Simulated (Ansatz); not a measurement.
## AlP, element substitutions

Base system: AlP in the zinc blende structure (space group F-43m, No. 216).

AlP has the cubic space group F-43m (No. 216), the zinc blende structure, Pearson symbol cF8. Conventional cell: a = 5.470 Å, b = 5.470 Å, c = 5.470 Å, α = 90.00°, β = 90.00°, γ = 90.00°. P on 4c is surrounded by 4 Al at 2.369 Å (tetrahedral). Al on 4a has 4 P at 2.369 Å (tetrahedral). (Neighbours: up to the widest gap in distance over summed covalent radii, below 1.35, at either atom; cation-cation and far metal-metal contacts left out.)
(The calculation used a cell of 2 atoms; values per cell refer to that cell.)

Each row replaces one element on all its sites; cell and atoms are relaxed.

Computed with Kohn–Sham DFT with the PBEsol functional, run in Ansatz (an electronic-structure program) with PAW and 420 eV plane waves, no spin-orbit coupling.

| variant | volume per atom | band gap |
|---|---|---|
| base | 20.46 Å³ | 1.45 eV |
| Al → Lu | 28.19 Å³ | 1.54 eV |
| P → As | 22.84 Å³ | 1.34 eV |
| Al → B | (withheld) | (withheld) |

Q: Complete the table.

A: 
- Al → B, volume per atom: 11.54 Å³
- Al → B, band gap: 1.11 eV

Stability against distortions was not tested. As relaxed here, LuP is a hypothetical phase, not in the database extracts checked.
